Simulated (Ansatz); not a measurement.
Base system: TiAl (space group P4/mmm, No. 123; a = 2.813 Å, c = 4.062 Å; relaxed with 0.1 eV smearing). Axes: x, y, z lie along a, b, c of the conventional cell.

Computed with Ansatz (a program for electronic structure), r2SCAN, PAW, cutoff 500 eV, without spin-orbit coupling.

Strains are applied to the cell and any free atomic positions relax.

One change was made to it. Results:

| quantity | base | after |
|---|---|---|
| energy relative to the base (free energy F) | 0 meV/atom | +8.1 meV/atom |
| pressure (mean of the normal stresses, compression positive) | 0.0 GPa | -3.4 GPa |

### Question
Which change produced these results?
(A) uniaxial strain ε_zz = +1.50 %
(B) uniaxial strain ε_zz = +0.50 %
(C) uniaxial strain ε_zz = +3.00 %

### Answer
C, uniaxial strain ε_zz = +3.00 %. For comparison, the energy relative to the base in the other runs: uniaxial strain ε_zz = +0.50 % gives +0.2 meV/atom; uniaxial strain ε_zz = +1.50 % gives +2.1 meV/atom.

Whether these cells are dynamically stable was not tested. All final runs are without spin polarisation.
